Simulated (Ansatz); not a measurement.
Input and output of a self-consistent single point for Sn2Ir (I4mm, 3 atoms in the cell) (Ansatz, a program for electronic structure)

Computed with LDA (PW92), default PAW files made with PBE (plane waves; Ansatz).

This input was run:

Ansatz 0.2 input:
```yaml
# Sn2Ir
crystal:
  lattice:
    - [0.00000000, 3.19307600, 3.19307600]
    - [3.19307600, 0.00000000, 3.19307600]
    - [3.19307600, 3.19307600, 0.00000000]
  atoms:
    - { symbol: Sn, position: [0.75000000, 0.75000000, 0.75000000] }
    - { symbol: Sn, position: [0.25000000, 0.25000000, 0.25000000] }
    - { symbol: Ir, position: [0.00782900, 0.00782900, -0.00782900] }
basis:
  ecutwfc: 420.0
kpoints:
  mp_grid: { grid: [9, 9, 9] }
hamiltonian:
  xc: lda
  pseudopotentials: { kind: paw }
scf:
  occupations: { method: gaussian, width: 0.1 }
output:
  forces: true
  eigenvalues: true
  stress: true
```

The program printed (abridged):

```
WARN ansatz: RAYON_NUM_THREADS=1 ignored (pool sized by the plan → 1); use --threads N
Pseudopotentials: kind: paw
Pseudopotential: Sn, paw, valence charge 14
Pseudopotential: Ir, paw, valence charge 17
Crystal: 3 atoms, lattice volume = 65.112 Å³
Basis set: ecut = 420 eV, 1243 PW (Γ)
Bands: 27, of which v1, the nominal top of the filled ones, is band 23 counted from 1 (22 counted from 0)
Symmetry: 8 space group operations
Space group: I4mm (ITA 107), of the structure as read, at distance tolerance 4.0e-5 Å
k-points: 75 of 729 (time reversal used)
PAW frozen core: Sn, regenerated for the run's functional, and the local potential with it
PAW frozen core: Ir, regenerated for the run's functional, and the local potential with it
Initial density: superposition of atomic densities (neutral atoms: chi_scale 0, normalization atom), corrected by the library's trained network
Initial wavefunctions: pseudopotential atomic-orbital guess
Eigensolver: davidson
Functional: x = slater, c = lda
SCF iter   1: F=—  HF=-23423.311640 eV  |F-HF|=—  |Δ(HF+E_count)|=         —  Δρ=8.27e-3  dr2=2.11e-2  ethr=1.77e-3  ⟨swp⟩=6.0  Hψ=8605  notcnv=0
all-band conjugate gradients solve this SCF's bands
preconditioner: auto → none
SCF iter   2: F=—  HF=-23423.307456 eV  |F-HF|=—  |Δ(HF+E_count)|=   4.18e-3  Δρ=3.86e-3  dr2=1.17e-2  ethr=4.68e-5  ⟨swp⟩=2.2  Hψ=3950  notcnv=0
SCF iter   3: F=—  HF=-23423.308162 eV  |F-HF|=—  |Δ(HF+E_count)|=   7.06e-4  Δρ=3.82e-3  dr2=1.57e-2  ethr=2.61e-5  ⟨swp⟩=2.0  Hψ=2727  notcnv=0  defer=1
SCF iter   4: F=—  HF=-23423.305374 eV  |F-HF|=—  |Δ(HF+E_count)|=   2.79e-3  Δρ=4.24e-4  dr2=6.08e-5  ethr=2.61e-5  ⟨swp⟩=2.0  Hψ=2437  notcnv=0
SCF iter   5: F=—  HF=-23423.305366 eV  |F-HF|=—  |Δ(HF+E_count)|=   7.81e-6  Δρ=5.99e-5  dr2=1.13e-6  ethr=1.35e-7  ⟨swp⟩=2.2  Hψ=3497  notcnv=0
SCF iter   6: F=-23423.305366 eV  HF=-23423.305366 eV  |F-HF|=8.80e-9  |Δ(HF+E_count)|=   1.74e-7  Δρ=1.15e-5  dr2=6.64e-8  ethr=2.22e-10  ⟨swp⟩=7.2  Hψ=9450  notcnv=0
SCF 1 converged in 6 iterations: F = -23423.305366 eV  dr2 = 6.64e-8
SCF converged after 6 iterations
Free energy (F): -23423.305366 eV
Harris-Foulkes:  -23423.305366 eV  (|F-HF|=8.80e-9)
Internal energy: -23423.301372 eV  (E = F + TS)
E sigma→0 (E₀):  -23423.303369 eV
Entropy (-TS):   -0.003994 eV (-1.331 meV/atom)
Fermi energy:    13.987912 eV
--- Per-component energies (eV) ---
  E_band       = -332.927724
  E_kinetic    = 1003.998435
  E_local      = -3331.314936  (includes V_loc(G=0)·N_el)
  E_nonlocal   = 26.237250
  E_hartree    = 1711.733932
  E_xc         = -1024.413811
  E_vxc        = -497.545835  (∫ρ·V_xc dr)
  E_paw        = -16948.929700  (= ΣΔE_a)
  E_vpaw       = -957.778354  (= ΣTr[D̂ρ^β])
  E_aug_tail   = 0.000034  (compensation charges beyond the density's cutoff)
  E_ewald      = -4861.873975
  E_core_change = 1.261399  (= ΣΔE_core)
  E_smearing   = -0.003994  (= −TS)
  E_closure    = -0.000000  (closes the sum)
  Σ components = -23423.305366   (vs F -23423.305366, Δ=0.00e0)
--- Forces (eV/Å), atoms counted from 1 ---
  atom   1  Sn    -0.00000000     0.00000000     0.17398031
  atom   2  Sn     0.00000000    -0.00000000     0.17398031
  atom   3  Ir     0.00000000     0.00000000    -0.34796577
  max |Σ_I F_I| component: 5.14e-6 eV/Å
--- Stress (GPa, compression-positive) ---
       -4.745063       0.000000       0.000000
        0.000000      -4.745063       0.000000
        0.000000       0.000000      -4.792701
  P = ⅓ Tr σ = -4.7609 GPa (-47.609 kbar)
  The stress holds the Pulay correction. Without it, at fixed plane waves, as pw.x and ABINIT print it: P = -4.8289 GPa
--- Band table (eV; the first three rows and the last of 75) ---
  k-point 0: bands = ["-77.5255", "-34.3791", "-34.3791", "-34.3773", "-7.3740", "-7.3738", "-7.2613", "-7.2613", "-7.2613", "-7.1116", "-7.1110", "-7.1110", "-6.9847", "-6.9846", "2.6079", "9.7386", "9.7526", "9.7526", "11.5396", "11.9801", [...]
  k-point 1: bands = ["-77.5255", "-34.3792", "-34.3791", "-34.3773", "-7.3624", "-7.3623", "-7.2603", "-7.2567", "-7.2567", "-7.1157", "-7.1152", "-7.1137", "-6.9969", "-6.9967", "2.7575", "9.1083", "9.8254", "9.8286", "11.9247", "11.9267", [...]
  k-point 2: bands = ["-77.5255", "-34.3794", "-34.3791", "-34.3774", "-7.3293", "-7.3290", "-7.2541", "-7.2433", "-7.2433", "-7.1280", "-7.1275", "-7.1240", "-7.0316", "-7.0315", "3.1972", "8.0970", "10.0208", "10.0238", "11.8275", "11.8280", [...]
  k-point 74: bands = ["-77.5254", "-34.3794", "-34.3793", "-34.3786", "-7.3438", "-7.2916", "-7.2501", "-7.1843", "-7.1843", "-7.1796", "-7.1781", "-7.1315", "-7.1040", "-7.0019", "5.8702", "6.9601", "7.8814", "10.7189", "11.1288", "11.5805", [...]
```

The run converged in 6 iterations.

The starting cell comes from a database of computed structures (which also holds hypothetical and non-ambient phases and stackings), without a prior relaxation at this level. Its lattice was rescaled by up to half a per cent. One atom was moved a little off its site on purpose. Spin-orbit coupling is off. Spin polarisation is off. With a pressure of about -5 GPa the cell is away from its equilibrium volume at this level. Ansatz's pressure includes its estimate of the finite-basis (Pulay) stress.
